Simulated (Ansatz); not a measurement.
PtTe2: energy against strain

PtTe2 (1T layered, P-3m1, 23.013 Å³/atom and stress up to 0.01 GPa in the relaxed cell, c along z) under an equal strain ε in the (0001) plane with the normal axis free, as in a coherent film. PBEsol-D3(BJ) in Ansatz, a plane-wave DFT program (PAW, default set), 420 eV, 17×17×12 Γ-centred mesh, Fermi-Dirac smearing 0.10 eV; ions are relaxed, or left where forces stay under 0.02 eV/Å, within the symmetry of each cell. Against the start cell, which lies near the measured one, the relaxed cell differs by -6.0 % in volume and -5.0 % in c; the values below rest on it.

Here s stands for strain and y for E less E0.

| strain (%) | E less E0 (meV/atom) |
|---|---|
| -3.00 | ? |
| -1.50 | 5.96 |
| -1.00 | 2.65 |
| -0.50 | 0.67 |
| 0.00 | 0.00 |
| 0.50 | 0.60 |
| 1.00 | 2.46 |
| 1.50 | 5.54 |

Fit y against s with a parabola, and predict the withheld value at s = -3.00.

Least squares gives y = -0.002 - 0.1221·s + 2.5567·s². Residuals (row less fit): 0.026, -0.027, -0.028, 0.002, 0.024, 0.027, -0.027; standard error 0.033 (degrees of freedom: 4). The quadratic coefficient over the volume, 2.5567 meV × 10⁴ × 0.1602 / 23.013 Å³, is the biaxial elastic modulus of this plane = about 180 GPa. At the withheld row, y = -0.002 - 0.1221 × (-3.0) + 2.5567 × (-3.0)² = 23.375 meV/atom. The calculation gives 24.01 meV/atom, 0.635 meV/atom above the prediction (2.6 % of the range of y in the table). The row lies outside the fitted rows, so this is an extrapolation. From the scatter of the fitted rows alone, a prediction at this place has a standard error of 0.125 meV/atom, so the miss is 5.1 times that.

A polynomial of degree 3 through the 12 other runs of the series gives 24.08 there, so most of the miss is curvature that the fit leaves out. In a metal these values are sensitive to mesh and smearing; energies are taken to zero smearing, stresses follow the free energy. The runs aren't spin-polarised. Spin-orbit coupling is left out, which can shift these values for the heavy elements here. Rows are the converged runs of the series near zero and its far end; series whose fitted rows scatter by over a few per cent of the range, as at a crossing or softening among them, aren't shown in this form, nor equations of state whose B0' disagrees with the runs' pressures. Most that stay on the fit to the last digits aren't either.
